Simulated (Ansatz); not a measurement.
Seebeck coefficient (μV/K, mean over directions) of n-type MgO (Fm-3m) against carrier density, HSE06, rigid bands (Ansatz, a quantum-chemistry and plane-wave program). Computed gap 6.47 eV; densities at which minority carriers matter at this gap, or further valleys turn the trend, are left out. Conductivity mass 0.36 mₑ (harmonic mean over directions), N_c = 5.4e18 cm⁻³ at 300 K.

| electron density | 300 K | 500 K |
|---|---|---|
| 1e16 cm⁻³ | -757 | -823 |
| 1e17 cm⁻³ | ___ | -625 |
| 1e18 cm⁻³ | -361 | -427 |
| 3e18 cm⁻³ | -269 | -334 |
| 1e19 cm⁻³ | -175 | -235 |
| 3e19 cm⁻³ | -103 | ___ |
| 1e20 cm⁻³ | -50 | -81 |
| 3e20 cm⁻³ | -25 | -42 |
| 1e21 cm⁻³ | -12 | -20 |

Problem. Fill in the missing entries.

Solution. 
- 1e17 cm⁻³, 300 K: -558
- 3e19 cm⁻³, 500 K: -152

Rigid bands with a gap fixed in temperature, one relaxation time for all states, no polarons or phonon drag, and whether or not such doping can be reached. Spin-orbit coupling is left out. Geometry: cell and atoms relaxed with PBEsol.
